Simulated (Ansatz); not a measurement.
Results of LDA (Ansatz, a program for electronic structure, PAW) for Al₃BC₃ (P6₃/mmc, No. 194, 14 atoms in the cell; start mp-1214836).

Settings: plane-wave cutoff 520 eV, 12×12×2 k mesh (along the axes of the cell as run), Fermi–Dirac smearing 0.01 eV, scalar-relativistic PAW data made under PBE.

Cell (relaxed with PBEsol):

```
Al3BC3
1.0
    3.41152     0.00000     0.00000
   -1.70576     2.95446     0.00000
    0.00000     0.00000    15.79106
Al B C
6 2 6
Cartesian
  0.00000   0.00000   3.94777
  0.00000   0.00000  11.84330
  0.00000   1.96964   1.92839
  1.70576   0.98482  13.86267
  1.70576   0.98482   9.82392
  0.00000   1.96964   5.96714
  0.00000   0.00000   0.00000
  0.00000   0.00000   7.89553
  0.00000   1.96964   3.94777
  1.70576   0.98482  11.84330
  0.00000   0.00000   1.44109
  0.00000   0.00000  14.34997
  0.00000   0.00000   9.33662
  0.00000   0.00000   6.45444
```

Problem. What does this level give for the band gap, smallest direct gap on the k points sampled and Γ–Γ gap?

Solution. 
- band gap: 1.68 eV (indirect)
- smallest direct gap on the k points sampled: 2.23 eV
- Γ–Γ gap: 3.11 eV

Note: cell and atoms aren't relaxed at this level (pressure -3.8 GPa).

The computed numbers hold no vibrational or temperature effects.

It cost very roughly 30 core-seconds of CPU time.

A start named mp-… is a Materials Project structure, which need not be a measured phase.
